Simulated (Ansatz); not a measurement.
**A computed series for CuAu: pressure series**

Start from CuAu (space group P4/mmm, No. 123; a = 2.8226 Å, c = 3.5689 Å).

Cell and atoms are relaxed at each pressure.

Method: Ansatz (a quantum-chemistry and plane-wave program) PBEsol, no spin-orbit coupling.

| P (GPa) | V (Å³/atom) |
|---|---|
| -2.00 | 14.390 |
| -1.01 | 14.302 |
| 0.90 | 14.143 |
| 2.10 | 14.048 |
| 4.51 | 13.870 |
| 9.01 | 13.569 |
| 15.01 | 13.221 |
| 22.50 | 12.852 |
| 30.00 | 12.535 |

Task: Fit a third-order Birch–Murnaghan equation of state.

Result: Least squares on P(V) = (3B₀/2)[(V₀/V)^(7/3) − (V₀/V)^(5/3)]·[1 + (3/4)(B₀′ − 4)((V₀/V)^(2/3) − 1)] gives V₀ = 14.22 Å³/atom, B₀ = 171 GPa and B₀′ = 5.3.

Load acts through the strain it causes; cell and atoms are relaxed under it. No phonon test of stability was made. Competing high-pressure phases were not computed. The final runs are not spin-polarised.
